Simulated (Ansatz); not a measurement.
# Pressure series in BeTe

Base system: BeTe in the zinc blende structure (space group F-43m, No. 216).

```yaml
crystal:
  lattice:
    - [0.00000, 2.82847, 2.82847]
    - [2.82847, 0.00000, 2.82847]
    - [2.82847, 2.82847, 0.00000]
  atoms:
    - { symbol: Te, position: [0.75000, 0.75000, 0.75000] }
    - { symbol: Be, position: [0.00000, 0.00000, 0.00000] }
```

Cell and atoms are relaxed at each pressure.

Level of theory: r2SCAN in Ansatz (plane waves to 500 eV, PAW, spin-orbit coupling left out).

| variant | band gap | smallest direct gap | electron mass |
|---|---|---|---|
| base | 2.38 eV | 4.04 eV | 2.1 mₑ along k, 0.25 mₑ across (at X) |
| pressure −2 GPa | 2.46 eV | 4.07 eV | 2.6 mₑ along k, 0.26 mₑ across (at X) |
| pressure −1 GPa | ___ | ___ | ___ |
| pressure 3 GPa | 2.26 eV | 3.99 eV | 1.8 mₑ along k, 0.24 mₑ across (at X) |
| pressure 7 GPa | 2.12 eV | 3.93 eV | 1.6 mₑ along k, 0.24 mₑ across (at X) |
| pressure 15 GPa | 1.88 eV | 3.81 eV | 1.4 mₑ along k, 0.23 mₑ across (at X) |
| pressure 30 GPa | 1.51 eV | 3.60 eV | 1.2 mₑ along k, 0.21 mₑ across (at X) |
| pressure 50 GPa | 1.11 eV | 3.36 eV | 1.1 mₑ along k, 0.20 mₑ across (at X) |
| pressure 75 GPa | 0.70 eV | 3.11 eV | 1.1 mₑ along k, 0.19 mₑ across (at X) |
| pressure 100 GPa | 0.37 eV | 2.89 eV | 1.0 mₑ along k, 0.19 mₑ across (at X) |

**Question.** Fill in the withheld entries from the trend.

**Answer.** 
- pressure −1 GPa, band gap: 2.42 eV
- pressure −1 GPa, smallest direct gap: 4.06 eV
- pressure −1 GPa, electron mass: 2.2 mₑ along k, 0.25 mₑ across (at X)

Spin-orbit coupling, missing from the scalar runs, can matter with Te. Load acts through the strain it causes; cell and atoms are relaxed under it. Masses are band curvatures over ±0.01 Å⁻¹ around the edge. Along k means along the line from Γ to the band edge. Whether these cells are dynamically stable was not tested. Competing high-pressure phases were not computed.

Ansatz is a first-principles code.
